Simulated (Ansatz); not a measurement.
Base system: CdS in the zinc blende structure (space group F-43m, No. 216; a = 5.878 Å).

Calculations: r2SCAN (Ansatz, a first-principles code, PAW, no spin-orbit coupling).

Base values:

| Property | Result |
|---|---|
| Gap between the host's bands | 1.54 eV |

One thing is altered: 0.0762 holes added to each cell, a density of 1.5×10^21 cm⁻³, with a uniform compensating background at fixed cell and a 300 K Fermi–Dirac width.

What does the calculation give for the gap between the host's bands and Fermi level from band edge after the change?

The gap between the host's bands increases by 0.064 eV (1.54 eV → 1.61 eV); the Fermi level relative to the doped band's edge (positive inside the band; to 0.05 eV) amounts to +0.20 eV.

Charged cell with a jellium background: band edges are those of the host's band count, energies are not comparable with the neutral cell, and many-body gap narrowing is missing. Semilocal Kohn–Sham gaps tend to fall short of experiment. No phonon test of stability was made.
